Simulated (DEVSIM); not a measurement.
Structure: abrupt Si n-p junction, at 300 K.

```tsv
layer (left to right)	material	thickness (μm)	Nd (cm⁻³)	Na (cm⁻³)	τn (s)	τp (s)
1	Si	4.60	1e17	-	0.00084	0.00084
2	Si	1.10	-	4.8e14	0.00084	0.00084
```

Left contact: ohmic. Right contact: ohmic. Voltage is applied to the left contact. Recombination: SRH at mid-gap, radiative. Mobility is constant in doping.

This is a model device: material constants are rounded textbook-type values typed into the input, and sizes, dopings and lifetimes were drawn at random. Values at 300 K.

```csv
parameter,Si
gap (eV),1.124
affinity (eV),4.05
permittivity,11.7
Nc (cm⁻³),2.86e19
Nv (cm⁻³),3.1e19
μn (cm²/Vs),1417
μp (cm²/Vs),470
B (cm³/s),4.7e-15
```

Simulated with DEVSIM: 1D drift-diffusion, Boltzmann statistics, complete ionisation; no tunnelling, impact ionisation, image-force lowering or self-heating.

**Question.** Tabulate band edges, carrier densities and field at 20.0 V on the left contact.

**Answer.** Energies count from the Fermi level of the right contact; mesh points crowd at the junctions.

```tsv
x (μm)	Ec (eV)	Ev (eV)	n (cm⁻³)	p (cm⁻³)	field (V/cm)
0.000	-19.854	-20.978	1.0e17	1200	≈ 0
0.02395	-19.854	-20.978	1.0e17	1200	≈ 0
0.07153	-19.854	-20.978	1.0e17	1100	≈ 0
0.1661	-19.854	-20.978	1.0e17	1100	≈ 0
0.4385	-19.854	-20.978	1.0e17	1000	≈ 0
0.8952	-19.854	-20.978	1.0e17	930	≈ 0
1.803	-19.854	-20.978	1.0e17	690	≈ 0
3.406	-19.854	-20.978	1.0e17	280	≈ 0
4.011	-19.854	-20.978	1.0e17	120	≈ 0
4.316	-19.854	-20.978	1.0e17	< 1e2	≈ 0
4.469	-19.848	-20.972	7.9e16	< 1e2	4700
4.560	-19.350	-20.474	3.4e8	< 1e2	120000
4.592	-18.886	-20.010	250000	< 1e2	170000
4.612	-18.529	-19.653	230000	< 1e2	180000
4.666	-17.548	-18.672	230000	< 1e2	180000
4.752	-15.995	-17.119	230000	< 1e2	180000
4.905	-13.232	-14.356	230000	< 1e2	180000
5.193	-8.075	-9.199	240000	< 1e2	180000
5.508	-2.512	-3.636	240000	< 1e2	180000
5.613	-0.672	-1.796	240000	< 1e2	170000
5.668	0.273	-0.851	240000	150000	170000
5.700	0.838	-0.286	240000	4.8e14	170000
```
